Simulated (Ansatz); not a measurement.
Consider Mo in the bcc (W type) structure (space group Im-3m, No. 229; relaxed with 0.1 eV smearing).

```
CELL_PARAMETERS angstrom
     -1.57562     1.57562     1.57562
      1.57562    -1.57562     1.57562
      1.57562     1.57562    -1.57562
ATOMIC_POSITIONS crystal
  Mo 0.00000 0.00000 0.00000
```

Cartesian axes are those of the cell as printed.

The values are results of Ansatz (a quantum-chemistry and plane-wave program), r2SCAN, PAW, cutoff 500 eV, no SOC, earlier PAW set, not measurements.

Strains are applied to the cell and any free atomic positions relax.

One change was made to it. Results:

```json
[
 {"quantity": "energy relative to the base (free energy F)", "base": "0 meV/atom", "after": "+1.8 meV/atom"},
 {"quantity": "shortest interatomic distance", "base": "2.729 Å", "after": "2.712 Å"}
]
```

Task: Which of these changes matches the shifts?
A) strain tensor (xx, yy, zz, yz, xz, xy) = (+0.34, −0.62, +0.03, −1.55, −0.30, +0.49) %
B) uniaxial strain ε_xx = −4.09 %
C) strain tensor (xx, yy, zz, yz, xz, xy) = (+1.61, +1.82, +0.17, −0.36, +1.43, +1.40) %
D) strain tensor (xx, yy, zz, yz, xz, xy) = (+1.70, +0.11, +0.69, +1.10, +0.36, −1.46) %
E) tensor shear ε_xz = −0.94 %

Result: E, tensor shear ε_xz = −0.94 %. For comparison, the energy relative to the base in the other runs: strain tensor (xx, yy, zz, yz, xz, xy) = (+1.61, +1.82, +0.17, −0.36, +1.43, +1.40) % gives +26 meV/atom; uniaxial strain ε_xx = −4.09 % gives +44 meV/atom; strain tensor (xx, yy, zz, yz, xz, xy) = (+1.70, +0.11, +0.69, +1.10, +0.36, −1.46) % gives +16 meV/atom; strain tensor (xx, yy, zz, yz, xz, xy) = (+0.34, −0.62, +0.03, −1.55, −0.30, +0.49) % gives +6.4 meV/atom.

Stability against distortions was not tested. All final runs are without spin polarisation.
